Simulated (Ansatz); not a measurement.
We consider L1₂ (Cu3Au-type) Ni3Al, described by r²SCAN0 (PAW; Ansatz, a program for electronic structure).

The input as run:

Ansatz 0.2 input:
```yaml
crystal:
  lattice:
    - [3.4917753071, 0.0, 0.0]
    - [0.0, 3.4917753071, 0.0]
    - [0.0, 0.0, 3.4917753071]
  atoms:
    - { symbol: Al, position: [0.0, 0.0, 0.0], spin: 0.0 }
    - { symbol: Ni, position: [0.0, 0.5, 0.5], spin: 0.5 }
    - { symbol: Ni, position: [0.5, 0.0, 0.5], spin: 0.5 }
    - { symbol: Ni, position: [0.5, 0.5, 0.0], spin: 0.5 }
basis:
  ecutwfc: 520
  ecutrho_ratio: 4
  xc_grid: 3
kpoints:
  mp_grid: { grid: [8, 8, 8] }
hamiltonian:
  xc: r2scan0
  dispersion: none
  pseudopotentials: { kind: paw }
scf:
  occupations: { method: fermi_dirac, width: 0.05 }
  convergence: { dr2_threshold: 0.0000000004 }
output:
  forces: true
  stress: true
  eigenvalues: true
magnetization:
  spin_polarized: true
```

From the output:

```
WARN output.stress: scf.exx.energy_threshold = 1e-6 eV is looser than the 4e-8 eV advised for a stress under a hybrid functional (1e-8 eV for each atom of the …
Crystal: 4 atoms, lattice volume = 42.573 Å³
Basis set: ecut = 520 eV, 1189 PW (Γ), exchange–correlation on 81×81×81 points (27 copies of the dense FFT grid, shifted against one another)
Bands: 36, of which v1, the nominal top of the filled ones, is band 29 counted from 1 (28 counted from 0)
Symmetry: 48 space group operations
Space group: Pm-3m (ITA 221), of the structure as read, at distance tolerance 3.5e-5 Å
k-points: 35 of 512
Initial density: superposition of atomic densities (chi_scale 0.1, normalization cell)
Functional: x = r2scan, c = r2scan; τ floored in thin density (d = 2e-4 eV/Å³), warm-up for x = 0.75 r2scan + 0.25 exact, c = r2scan; τ floored in thin density (d = 2e-4 eV/Å³)
spin=Collinear: Kerker preconditioning applied to the charge; magnetization (m = ρ↑ − ρ↓) channel mixes plain (no charge-response kernel on spin).
SCF 1 converged in 23 iterations: F = -18077.961965 eV  dr2 = 1.93e-10
Crystal: 4 atoms, lattice volume = 42.573 Å³
Initial density: handed on by an earlier stage of this run
Functional: x = 0.75 r2scan + 0.25 exact, c = r2scan; τ floored in thin density (d = 2e-4 eV/Å³)
spin=Collinear: Kerker preconditioning applied to the charge; magnetization (m = ρ↑ − ρ↓) channel mixes plain (no charge-response kernel on spin).
  ...
Crystal: 4 atoms, lattice volume = 42.573 Å³
SCF 9 converged in 9 iterations: F = -18068.773720 eV  dr2 = 2.27e-12
Crystal: 4 atoms, lattice volume = 42.573 Å³
Crystal: 4 atoms, lattice volume = 42.573 Å³
Crystal: 4 atoms, lattice volume = 42.573 Å³
SCF 12 converged in 7 iterations: F = -18068.775220 eV  dr2 = 6.14e-11
hybrid outer 11: dexx = +1.336e-7 eV, tail = 1.06e-8 eV, magnetization grown 1.0085 times (not accepted), Δε = 1.92e-3 eV (about 2.84e-4 eV left of the loop's levels)
Crystal: 4 atoms, lattice volume = 42.573 Å³
SCF 13 converged in 2 iterations: F = -18068.775220 eV  dr2 = 5.88e-12
Crystal: 4 atoms, lattice volume = 42.573 Å³
Crystal: 4 atoms, lattice volume = 42.573 Å³
SCF 15 converged in 6 iterations: F = -18068.775220 eV  dr2 = 2.25e-11
Crystal: 4 atoms, lattice volume = 42.573 Å³
Crystal: 4 atoms, lattice volume = 42.573 Å³
SCF 17 converged in 7 iterations: F = -18068.775220 eV  dr2 = 2.21e-11
Magnetization: 1.1814 μB (29.0907 up, 27.9093 down)
Free energy (F): -18068.775220 eV
Internal energy: -18068.773663 eV  (E = F + TS)
E sigma→0 (E₀):  -18068.774441 eV
Fermi energy:    16.598251 eV
--- Forces (eV/Å), atoms counted from 1 ---
  atom   1  Al     0.00000000    -0.00000000     0.00000000
  atom   2  Ni     0.00000000    -0.00000000     0.00000000
  atom   3  Ni     0.00000000     0.00000000     0.00000000
  atom   4  Ni     0.00000000    -0.00000000     0.00000000
--- Stress (GPa, compression-positive) ---
        5.180736       0.000000       0.000000
        0.000000       5.180736      -0.000000
        0.000000      -0.000000       5.180736
  P = ⅓ Tr σ = 5.1807 GPa (51.807 kbar)
```

The cell is one volume of an energy–volume scan, off the minimum.

The PAW data were made under PBE.

Note: the run warned that the count of filled bands differs between k points.
